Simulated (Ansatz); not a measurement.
System: CsCl-type LaMg. Method: LDA in Ansatz (PAW).

Run with plane-wave cutoff 500 eV, 14×14×14 k mesh, Fermi–Dirac smearing 0.1 eV, scalar-relativistic PAW data made under PBE.

Computed at the level's own relaxed cell.

**Question.** What does this level give for the equilibrium volume per atom and lattice constant a?

**Answer.** 
equilibrium volume per atom: 28.82 Å³/atom
lattice constant a: 3.863 Å

The run finds no gap.

Note: the volume lies 7 % below that of the published cell.

Spin–orbit coupling is not included.

Computing time: about 30 core-seconds (a rough figure).

Ansatz is a first-principles code.
